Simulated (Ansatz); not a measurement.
The parent structure is CuI in the zinc blende structure (space group F-43m, No. 216; a = 5.939 Å).

Levels (all Ansatz, a first-principles code, PAW): PBEsol (420 eV, no SOC); HSE06 (420 eV, without spin-orbit coupling).

The geometry is relaxed with PBEsol.

```
Property           Value
---------------  -------
PBEsol band gap  1.17 eV
```

Q: How does going to HSE06 change the band gap?

A: The band gap rises by 1.59 eV (1.17 eV → 2.76 eV).

Single points use the geometry relaxed with PBEsol. With I present, leaving out spin-orbit coupling can change the band edges. Whether these cells are dynamically stable was not tested. All final runs are without spin polarisation.
